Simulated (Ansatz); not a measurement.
The cell is built on a prototype and need not be the phase stable at ambient conditions.

By PBEsol, the system below comes out a metal.

```
AlOs
1.0
    2.98771     0.00000     0.00000
    0.00000     2.98771     0.00000
    0.00000     0.00000     2.99964
Al Os
1 1
Direct
  0.50000   0.50000   0.50000
  0.00000   0.00000   0.00000
```

Space group of this cell: P4/mmm. The cell was relaxed by PBE-D3(BJ).

The current flows along the normal of the first two printed cell vectors. No spin-orbit coupling; the value is a mean over 0.1 eV about the Fermi level.

**Question.** State the ballistic conductance per area according to PBEsol (Ansatz, a first-principles code).

**Answer.** 1.3 × 10¹⁵ S/m² for both spins.
